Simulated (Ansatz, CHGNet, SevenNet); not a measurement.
## Ti3Al (P6₃/mmc, No. 194): properties by level of theory

| level (code) | lattice constant a (Å) | lattice parameter c (Å) | enthalpy of formation (eV/atom) |
|---|---|---|---|
| CHGNet-r²SCAN | 5.757 | 4.635 | -0.318 |
| SevenNet-0 | 5.716 | 4.697 | -0.328 |
| SevenNet-l3i5 | 5.740 | [?] | -0.325 |
| PBE (Ansatz) | 5.759 | 4.657 | -0.279 |
| PBEsol (Ansatz) | 5.690 | [?] | -0.284 |

### Question
Some entries are withheld; supply them.

### Answer

- SevenNet-l3i5, lattice parameter c (Å): 4.675
- PBEsol (Ansatz, an electronic-structure program), lattice parameter c (Å): 4.609

Ansatz's density-functional and Hartree–Fock values are scalar-relativistic unless marked +SOC, with PAW data made under PBE.
